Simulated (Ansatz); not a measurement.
A computed series for GaN: pressure series

Base system: GaN in the wurtzite structure (space group P6_3mc, No. 186; a = 3.1833 Å, c = 5.1839 Å).

Cell and atoms are relaxed at each pressure.

The values are results of r2SCAN/PAW in Ansatz (a first-principles code), scalar-relativistic without spin-orbit coupling, earlier PAW set, not measurements.

Candidates:
(a) pressure 3 GPa
(b) pressure 30 GPa
(c) pressure 100 GPa

Before the change:

```
Quantity   Result
--------  -------
Band gap  2.35 eV
```

Problem. Order them by band gap, highest first.

Solution. (c) pressure 100 GPa (4.25 eV), (b) pressure 30 GPa (3.18 eV), (a) pressure 3 GPa (2.45 eV)

Load acts through the strain it causes; cell and atoms are relaxed under it. Stability against distortions was not tested. Measured, GaN leaves this structure (for rock salt) near 47 GPa (temperature not stated; as listed in Datta, Sujoy, Jana, Debnarayan, arXiv (2020)), on rising pressure, with hysteresis.
